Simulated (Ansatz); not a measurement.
The parent structure is InSb in the zinc blende structure (space group F-43m, No. 216; a = 6.5561 Å). Axes: x, y, z lie along the cube axes.

Level of theory: DFT with r2SCAN, PAW potentials and a 500 eV plane-wave cutoff in Ansatz (an electronic-structure program), without spin-orbit coupling.

Base values:

The pressure comes out as 0.0 GPa and the shortest interatomic distance is 2.839 Å. The band gap comes out as zero.

The change: the cell is stretched by 1.00 % along z with no lateral relaxation, atoms relaxed at fixed cell.

**Question.** What does the calculation give for the energy relative to the base after the change?

**Answer.** The energy rises by 0.7 meV/atom.

**Question.** What does the calculation give for the pressure after the change?

**Answer.** The pressure (mean of the normal stresses, compression positive) goes from zero to -0.4 GPa.

**Question.** How does this affect the shortest interatomic distance?

**Answer.** The shortest interatomic distance grows by 0.009 Å to 2.848 Å.

**Question.** What happens to the band gap?

**Answer.** The band gap is still zero.

With Sb present, leaving out spin-orbit coupling can change the band edges. The cells carry an imposed strain or load. Stability against distortions was not tested. All final runs are without spin polarisation. Gaps under 0.05 eV, about the width of the smearing, are given as zero. The zero or small gap of InSb can change with the level of theory.
